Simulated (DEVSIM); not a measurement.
Structure: abrupt Ge n-p junction, at 300 K.

| layer (left to right) | material | thickness (μm) | Nd (cm⁻³) | Na (cm⁻³) | τn (s) | τp (s) |
|---|---|---|---|---|---|---|
| 1 | Ge | 0.130 | 1.5e16 | - | 7.5e-6 | 7.5e-6 |
| 2 | Ge | 0.940 | - | 8.1e17 | 7.5e-6 | 7.5e-6 |

Left contact: ohmic. Right contact: ohmic. Voltage is applied to the left contact. Recombination: SRH at mid-gap, radiative. Mobility is μmin + (μ − μmin)/(1 + (N/Nref)^α).

Constants are typed, rounded textbook-type inputs, not results; the design itself was drawn at random and stands for no fabricated device. Values at 300 K.

```
parameter           Ge
-------------  -------
gap (eV)         0.664
affinity (eV)        4
permittivity        16
Nc (cm⁻³)      1.04e19
Nv (cm⁻³)         6e18
μn (cm²/Vs)       3900
μp (cm²/Vs)       1900
μn,min             150
μp,min             100
Nref,n          2.6e17
Nref,p            4e17
αn                0.56
αp                 0.6
B (cm³/s)      6.4e-14
```

DEVSIM, 1D drift-diffusion, Boltzmann statistics, complete ionisation; no tunnelling, impact ionisation, image-force lowering or self-heating.

Tabulate band edges, carrier densities and field at zero bias.

Energies count from the Fermi level of the right contact; mesh points crowd at the junctions.

```tsv
x (μm)	Ec (eV)	Ev (eV)	n (cm⁻³)	p (cm⁻³)	field (V/cm)
0.000	0.169	-0.495	1.5e16	2.9e10	22000
0.01124	0.194	-0.470	5.8e15	7.5e10	22000
0.02571	0.227	-0.437	1.6e15	2.8e11	24000
0.04435	0.275	-0.389	2.5e14	1.8e12	27000
0.07737	0.374	-0.290	5.4e12	8.2e13	33000
0.09786	0.445	-0.219	3.4e11	1.3e15	36000
0.1138	0.506	-0.158	3.3e10	1.3e16	40000
0.1293	0.575	-0.089	2.3e9	1.9e17	54000
0.1406	0.607	-0.057	6.7e8	6.6e17	10000
0.1596	0.612	-0.052	5.4e8	8.1e17	310
0.1856	0.612	-0.052	5.4e8	8.1e17	≈ 0
0.2385	0.612	-0.052	5.4e8	8.1e17	≈ 0
0.3017	0.612	-0.052	5.4e8	8.1e17	≈ 0
0.3948	0.612	-0.052	5.4e8	8.1e17	≈ 0
0.6000	0.612	-0.052	5.4e8	8.1e17	≈ 0
0.7589	0.612	-0.052	5.4e8	8.1e17	≈ 0
0.8669	0.612	-0.052	5.4e8	8.1e17	≈ 0
0.9402	0.612	-0.052	5.4e8	8.1e17	≈ 0
1.002	0.612	-0.052	5.4e8	8.1e17	≈ 0
1.032	0.612	-0.052	5.4e8	8.1e17	≈ 0
1.054	0.612	-0.052	5.4e8	8.1e17	≈ 0
1.070	0.612	-0.052	5.4e8	8.1e17	≈ 0
```
